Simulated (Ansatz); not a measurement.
The starting structures come from a database of crystals and need not be the phases stable at ambient conditions.

The decay constant κ of evanescent states in the gap governs leakage through a thin film.

```
CELL_PARAMETERS angstrom
      5.71368     0.00000     0.00000
      0.00000     6.99344     0.00000
      2.85684     2.33115     1.64940
ATOMIC_POSITIONS crystal
  Sc 0.00000 0.00000 0.00000
  F  0.49807 0.50000 0.00000
  F  0.00386 0.00193 0.49421
  F  0.49807 0.99807 0.50579
```

The cell is taken as given; by r2SCAN it stands under a pressure of -0.7 GPa.

Transport runs along the normal of the first two printed cell vectors, the (100) plane of the conventional cell.

No gap correction and no spin-orbit coupling; mid-gap is the computed energy nearest the middle.

Problem. Compute, with r2SCAN (Ansatz, a quantum-chemistry and plane-wave program), the band gap and the smallest decay constant κ at mid-gap.

Solution. Gap 6.94 eV on a 18×18×18 mesh; κ = 0.556 1/Å, at the zone centre.
